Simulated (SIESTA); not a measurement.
Input and output of a self-consistent single point for Zr₃S₂ (R32, 5 atoms in the cell) (SIESTA).

Level of theory: SIESTA with LDA PW92, numerical atomic orbitals DZP, PseudoDojo LDA standard norm-conserving potentials (rewritten from UPF to PSML).

The change in words: lattice scaled by 0.98. Reference geometry:
```
CELL_PARAMETERS angstrom
      2.90254     1.67578     3.48777
     -2.90254     1.67578     3.48777
      0.00000    -3.35156     3.48777
ATOMIC_POSITIONS crystal
  Zr 0.16128 0.83872 0.50000
  Zr 0.50000 0.16128 0.83872
  Zr 0.83872 0.50000 0.16128
  S  0.33497 0.33497 0.33497
  S  0.66503 0.66503 0.66503
```

Reference input (self-consistent single point, DFT, LDA PW92, numerical atomic orbitals DZP, PseudoDojo LDA standard norm-conserving potentials (rewritten from UPF to PSML)): XC.functional = LDA; XC.authors = PW92; potentials = PseudoDojo LDA standard; PAO.BasisSize = DZP; PAO.EnergyShift = 0.005 Ry; MeshCutoff = 400 Ry; kgrid.MonkhorstPack = 7 7 7; OccupationFunction = FD; ElectronicTemperature = 0.1 eV; MaxSCFIterations = 150; SCF.Mixer.Method = Broyden; SCF.Mixer.Weight = 0.1. This run's input differs from it in these lines:

```diff
@@ -10,7 +10,7 @@
 %endblock ChemicalSpeciesLabel
-LatticeConstant              4.837101 Ang
+LatticeConstant              4.740359 Ang
 %block LatticeVectors
-     0.600057762    0.346443459    0.721046139
-    -0.600057762    0.346443459    0.721046139
-     0.000000000   -0.692887124    0.721046139
+     0.600057717    0.346443381    0.721046233
+    -0.600057717    0.346443381    0.721046233
+     0.000000000   -0.692887184    0.721046233
 %endblock LatticeVectors
@@ -18,7 +18,7 @@
 %block AtomicCoordinatesAndAtomicSpecies
-    -1.966296698   -0.000000500    5.231659500  1
-     0.983148349   -1.702863476    5.231659500  1
-     0.983148349    1.702862476    5.231659500  1
-    -0.000000000   -0.000000335    3.504897965  2
-    -0.000000000   -0.000000665    6.958421035  2
+    -1.926970628   -0.000001000    5.127027000  1
+     0.963485314   -1.668806696    5.127027000  1
+     0.963485314    1.668804696    5.127027000  1
+     0.000000000   -0.000000670    3.434800468  2
+    -0.000000000   -0.000001330    6.819253532  2
 %endblock AtomicCoordinatesAndAtomicSpecies
```

Output (repeated stretches shortened):

```
        iscf     Eharris(eV)        E_KS(eV)     FreeEng(eV)     dDmax    Ef(eV) dHmax(eV)
   scf:    1    -4714.941059    -4743.158643    -4743.238805  1.599477 -5.140231  2.499541
   scf:    2    -4743.619699    -4743.398971    -4743.481094  0.031372 -5.195823  1.986559
   scf:    3    -4743.888161    -4743.734895    -4743.824422  0.105895 -5.376273  0.378554
   scf:    4    -4743.768948    -4743.757625    -4743.850335  0.031730 -5.396844  0.154022
   scf:    5    -4743.757056    -4743.758374    -4743.852136  0.012541 -5.416748  0.053914
   scf:    6    -4743.758901    -4743.758827    -4743.852847  0.001710 -5.411444  0.009022
   scf:    7    -4743.758680    -4743.758760    -4743.852859  0.001195 -5.412690  0.007507
   scf:    8    -4743.758814    -4743.758790    -4743.852890  0.000533 -5.411777  0.002293
   scf:    9    -4743.758798    -4743.758794    -4743.852892  0.000175 -5.411621  0.001288
   scf:   10    -4743.758811    -4743.758802    -4743.852892  0.000048 -5.411493  0.000703
SCF Convergence by DM+H criterion
max |DM_out - DM_in|         :     0.0000481384
max |H_out - H_in|      (eV) :     0.0007025881
SCF cycle converged after 10 iterations

Using DM_out to compute the final energy and forces

siesta: E_KS(eV) =            -4743.7588

siesta: E_KS - E_eggbox =     -4743.7588

siesta: Atomic forces (eV/Ang):
     1   -0.140987    0.000000    0.000000
     2    0.070492   -0.122099   -0.000000
     3    0.070492    0.122099    0.000000
     4    0.000001    0.000000    0.008050
     5    0.000001   -0.000000   -0.008050
   Tot   -0.000000   -0.000000    0.000000
   Max    0.140987
   Res    0.063120    sqrt( Sum f_i^2 / 3N )
   Max    0.140987    constrained

Stress tensor Voigt[x,y,z,yz,xz,xy] (kbar):      -11.93      -11.93      -15.87       -0.00       -0.00        0.00
   [... lines left out ...]
siesta: FreeEng =     -4743.852892
siesta: Cell volume =         95.801770 Ang**3
siesta:          13.24375922          8.85213425  kBar
   [... lines left out ...]
   5  6.433   1.706   0.036   1.376   1.300   1.376   0.070   0.118   0.070
              0.077   0.062   0.103   0.062   0.077

mulliken: Qtot =       48.000

Mulliken Atomic Populations:
Atom #   charge [q] valence [e]  Species
     1     0.288629   11.711371  Zr
     2     0.288629   11.711371  Zr
     3     0.288629   11.711371  Zr
     4    -0.432943    6.432943  S
     5    -0.432943    6.432943  S
 Total    -0.000000
```

The run converged in 10 iterations. Against the reference run the free energy drops by 20.2 meV/atom, the pressure goes from -6.32 to 1.32 GPa and the largest force goes from 0.034 to 0.141 eV/Å.

The starting cell comes from a database of computed structures (which also holds hypothetical and non-ambient phases and stackings), without a prior relaxation at this level. For this run, on top of that: lattice scaled by 0.98. Values carry the incompleteness of an atom-centred basis.

Cost on one core of a shared machine: roughly 40 s.
